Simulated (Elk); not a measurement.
Elk run on Ca (Fm-3m, 1 atom in the cell): self-consistent single point.

Computed with PBE, all-electron FP-LAPW, Elk's shipped species files, APW+lo basis with extra local orbitals (Elk).

The change in words: lattice scaled by 0.98. Reference geometry:
```
CELL_PARAMETERS angstrom
      0.00000     2.85282     2.85282
      2.85282     0.00000     2.85282
      2.85282     2.85282     0.00000
ATOMIC_POSITIONS crystal
  Ca 0.00000 0.00000 0.00000
```

Reference input (self-consistent single point, DFT, PBE, all-electron FP-LAPW, Elk's shipped species files, APW+lo basis with extra local orbitals): xctype = 20; rgkmax = 8; stype = 0; swidth = 0.00999582 Ha; ngridk = 10 10 10; gmaxvr = 16 1/bohr; nxlo = 2; lorbcnd = true; lmaxi = 3. This run's input differs from it in these lines:

```diff
@@ -28,3 +28,3 @@
 scale
-  7.624099225
+  7.471618416
```

The program printed (abridged):

```
│ Self-consistent loop started │
│ Loop number : 1 │
 total energy                :     -681.716078653
│ Loop number : 2 │
 total energy                :     -681.701078062
RMS change in Kohn-Sham potential (target) :   0.2965616428     (  0.1000000000E-05)
Absolute change in total energy (target)   :   0.1500059098E-01 (  0.1000000000E-03)
│ Loop number : 3 │
 total energy                :     -681.115371847
RMS change in Kohn-Sham potential (target) :   0.1695905595     (  0.1000000000E-05)
Absolute change in total energy (target)   :   0.5894563628     (  0.1000000000E-03)
│ Loop number : 4 │
   [... lines left out ...]
Absolute change in total energy (target)   :   0.4148897912E-03 (  0.1000000000E-03)
│ Loop number : 12 │
 total energy                :     -680.440779875
RMS change in Kohn-Sham potential (target) :   0.3431117904E-06 (  0.1000000000E-05)
Absolute change in total energy (target)   :   0.1055710582E-03 (  0.1000000000E-03)
│ Loop number : 13 │
 total energy                :     -680.440779843
RMS change in Kohn-Sham potential (target) :   0.7679182914E-07 (  0.1000000000E-05)
Absolute change in total energy (target)   :   0.2642455240E-04 (  0.1000000000E-03)
Convergence targets achieved

│ Loop number : 14 │

Energies :
 Fermi                       :     0.111397013606
 total energy                :     -680.440780332

Density of states at Fermi energy :    33.04217866
 (states/Hartree/unit cell)

Estimated indirect band gap :   0.1616973959E-02
 from k-point     11 to k-point     26
Estimated direct band gap   :   0.1751065605E-01
 at k-point     38

Charges :
 core                        :    10.00000000
 valence                     :    10.00000000
 interstitial                :    1.907098243
 muffin-tins (core leakage)
  species :    1 (Ca)
   atom    1                 :    18.09290176     (  0.1937929284E-07)
 total in muffin-tins        :    18.09290176
 total calculated charge     :    20.00638022
 total charge                :    20.00000000
 error                       :   0.6380218034E-02

│ Self-consistent loop stopped │
```

The run converged in 14 iterations. The count includes the last loop, which Elk runs after its targets are met. Against the reference run the total energy drops by 16.6 meV/atom.

The starting cell comes from a database of computed structures (which also holds hypothetical and non-ambient phases and stackings), without a prior relaxation at this level. Its lattice was rescaled by a random factor within 2.5 % of one. For this run, on top of that: lattice scaled by 0.98. Values depend on the basis (sphere radii, cutoffs, local orbitals), which need not be converged. The log's line on a gap gives a spacing of levels on this mesh, which the program prints for metals too.
